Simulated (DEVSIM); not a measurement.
System: Cr/SiO2/p-Si capacitor, at 250 K.

Layer 1 from the left is SiO2, thickness (nm) 7.90. Layer 2 from the left is Si, thickness (nm) 6900, Na (cm⁻³) 6.9e15.

Metal gate on the left, work function 4.5 eV. Fixed charge at the semiconductor interface -1e10 cm⁻² (in units of +e); no interface traps.

Constants are typed, rounded textbook-type inputs, not results; the design itself was drawn at random and stands for no fabricated device. Values at 300 K; Nc and Nv go as T^1.5, mobilities as T to minus their exponent, the gap by Varshni's rule with the affinity fixed.

SiO2: gap (eV) 9, affinity (eV) 0.9, permittivity 3.9. Si: gap (eV) 1.124, affinity (eV) 4.05, permittivity 11.7, Nc (cm⁻³) 2.86e19, Nv (cm⁻³) 3.1e19, Varshni α (eV/K) 0.000473, Varshni β (K) 636.

Q: Estimate by hand the flat-band voltage, the threshold voltage, and compare with a numerical solution.

A: 
- Flat-band voltage: C = 0.437 μF/cm², work-function difference -0.511 V; VFB = φms − qNf/C = -0.51 V; numerical -0.51 V.
- Threshold voltage: φF = 0.394 V, depletion charge √(4εqNφF) = 4.25e-8 C/cm²; VT = VFB + 2φF + Qd/C = 0.38 V; numerical 0.38 V.

Model (solved in DEVSIM): 1D Poisson equation in equilibrium, Boltzmann statistics, complete ionisation; no quantum confinement or tunnelling. Metal contacts follow the ideal Schottky-Mott rule: no Fermi-level pinning, no interface dipoles.
